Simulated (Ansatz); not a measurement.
**TiGe (model structure, started from the TiAs type, P6₃/mmc, No. 194, 8 atoms in the cell): properties by level of theory**

| level (code) | lattice constant a (Å) | c axis length (Å) | enthalpy of formation (eV/atom) |
|---|---|---|---|
| PBE (Ansatz) | 3.565 | 12.848 | -0.464 |
| PBEsol (Ansatz) | 3.503 | 12.779 | -0.520 |
| PBE-D3(BJ) (Ansatz) | 3.499 | 12.797 | -0.500 |

Ansatz's density-functional and Hartree–Fock values are scalar-relativistic unless marked +SOC, with PAW data made under PBE.

A model structure was made by putting elements into a prototype or built by hand; it is no filed structure, need not be a known phase, and can be a saddle point held by its symmetry.

Ansatz is a first-principles code.
